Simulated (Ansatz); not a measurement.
System: C11b WSi2. Method: PBE-D3(BJ) (PAW; Ansatz, a first-principles code).

Run with plane-wave cutoff 520 eV, 28×28×28 k mesh, Fermi–Dirac smearing 0.045 eV (set by the program), no spin polarisation, scalar-relativistic PAW data made under PBE.

Computed at the level's own relaxed cell.

```yaml
crystal:
  lattice:
    - [-1.59646, 1.59646, 3.89920]
    - [1.59646, -1.59646, 3.89920]
    - [1.59646, 1.59646, -3.89920]
  atoms:
    - { symbol: Si, position: [0.66591, 0.66591, 0.00000] }
    - { symbol: Si, position: [0.33409, 0.33409, 0.00000] }
    - { symbol: W, position: [0.00000, 0.00000, 0.00000] }
```

### Question
Give the elastic tensor (Voigt notation, GPa, ions relaxed, in the Cartesian axes of the cell as printed).

### Answer

```
  448.5   125.9    98.7     0.0     0.0     0.0
  125.9   448.5    98.7     0.0     0.0     0.0
   98.7    98.7   575.6     0.0     0.0     0.0
    0.0     0.0     0.0   217.2     0.0     0.0
    0.0     0.0     0.0     0.0   217.2     0.0
    0.0     0.0     0.0     0.0     0.0   221.4
```

Measured, for comparison: elastic constant C11 443 GPa, elastic constant C12 122 GPa, elastic constant C44 212 GPa, elastic constant C33 552 GPa, elastic constant C13 81 GPa, elastic constant C66 218 GPa (temperature not stated, not corrected to a static lattice; as tabulated in Friák et al. (2018), doi:10.3390/nano8121057). Computed (rounded) less measured: elastic constant C11 +1 %, elastic constant C12 +3 %, elastic constant C44 +2 %, elastic constant C33 +4 %, elastic constant C13 +22 %, elastic constant C66 +1 %. A static lattice is as a rule a little smaller and stiffer than an uncorrected measurement, which narrows the difference in the elastic constant C11, elastic constant C12, elastic constant C44, elastic constant C33, elastic constant C66 and would widen misses of the other sign.

Note: the dispersion coefficients are held fixed in the derivatives.

Spin–orbit coupling is not included.

Static lattice: no zero-point or thermal effects.
